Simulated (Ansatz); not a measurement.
# Os under a change: uniaxial strain ε_xx = −1.00 %

Start from Os in the hcp (Mg type) structure (space group P6_3/mmc, No. 194; a = 2.7290 Å, c = 4.3091 Å; relaxed with 0.1 eV smearing). Axes: x lies along a and z along c of the hexagonal cell.

Perturbation: uniaxial strain ε_xx = −1.00 %, all other strain components held at zero, atoms relaxed at fixed cell.

The values are results of Ansatz (a program for electronic structure) PBEsol, without spin-orbit coupling, not measurements. k-mesh 24×24×14 (Γ-centred); smearing 0.1 eV (Fermi–Dirac).

The volume per atom falls by 0.14 Å³, from 13.90 Å³ to 13.76 Å³ and the shortest interatomic distance shrinks by 0.006 Å to 2.663 Å. The energy goes up by 3.5 meV/atom and the pressure (mean of the normal stresses, compression positive) goes from zero to 4.4 GPa. The band gap is still zero and the stress (xx, yy, zz, yz, xz, xy; compression positive) comes out as (8.3, 2.5, 2.4, 0.0, 0.0, 0.0) GPa.

Cost of the whole job for the changed cell (relaxation, final SCF and bands): about 100 core-seconds (a rough figure).

Stability against distortions was not tested. The final runs are not spin-polarised.
